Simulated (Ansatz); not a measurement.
The parent structure is Be in the hcp (Mg type) structure (space group P6_3/mmc, No. 194; a = 2.2617 Å, c = 3.5692 Å; relaxed with 0.1 eV smearing). Axes: x lies along a and z along c of the hexagonal cell.

Method: Ansatz (an electronic-structure program), r2SCAN, PAW, cutoff 500 eV, no spin-orbit coupling.

Base values:

- Shortest interatomic distance: 4.179 bohr

Now apply this change: uniaxial strain ε_zz = −0.83 %, all other strain components held at zero; the atoms relax in the strained cell.

Q: What happens to the stress, energy relative to the base and shortest interatomic distance?

A: The stress (xx, yy, zz, yz, xz, xy; compression positive) amounts to (0.0, 0.0, 3.4, 0.0, 0.0, 0.0) GPa; the energy goes up by 0.7 meV/atom; the shortest interatomic distance drops by 0.023 bohr to 4.156 bohr.

No phonon test of stability was made.
